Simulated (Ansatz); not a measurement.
Structures of equal composition on the (0001) surface of hcp Ti: a layer of Ga in place of the second plane; a layer of Ga in place of the third plane. The slabs share one bottom face, and each structure is named by its start. These are constructed structures in small cells; real faces may alloy, dewet or reconstruct in larger ones, and not all known structures of the face are among them. Slabs of about 12 Å with all that they carry, Fermi-Dirac smearing of 0.1 eV. Bottom of the slabs: a bare face, its two planes held. Relaxed from the named starts with such symmetry as they have, on meshes of like density; energies extrapolated to zero smearing; no spin-orbit coupling, no U. Spin-polarised runs, if any, are marked in brackets, and their order is one that fits the cell; the others ran without spin.

All values below come from PBE (plane waves to 420 eV, PAW; Ansatz, a quantum-chemistry and plane-wave program).

Task: Put the candidates in order of energy per 1x1 cell, lowest first, for PBE.

Result: a layer of Ga in place of the third plane (0.000 eV), a layer of Ga in place of the second plane (0.194 eV)
